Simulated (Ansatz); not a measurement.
The starting structures come from a database of crystals and need not be the phases stable at ambient conditions.

Tunnelling through a barrier is set by its complex band structure: the current falls as exp(−2κd) with the smallest κ.

Input:

```
CsNbN2
1.0
    6.33732     0.00000     0.00000
   -3.16866     5.48828     0.00000
    3.16866     1.82943     5.17440
Cs Nb N
2 2 4
Direct
  0.50000   0.75000   0.75000
  0.00000   0.00000   0.00000
  0.50000   0.25000   0.25000
  0.00000   0.50000   0.50000
  0.75000   0.37500   0.87500
  0.25000   0.37500   0.37500
  0.75000   0.37500   0.37500
  0.25000   0.87500   0.37500
```

Space group of this cell: Fd-3m. The cell is taken as given; by PBEsol its mean pressure is -3.2 GPa.

Transport runs along the normal of the first two printed cell vectors, the (111) plane of the conventional cell.

No gap correction and no spin-orbit coupling; mid-gap values are interpolated between computed energies.

Problem. State the band gap and the smallest decay constant κ at mid-gap according to PBEsol run with Ansatz (a first-principles code).

Solution. Gap 1.60 eV on a 8×8×8 mesh; κ = 0.166 1/Å, at the zone centre.
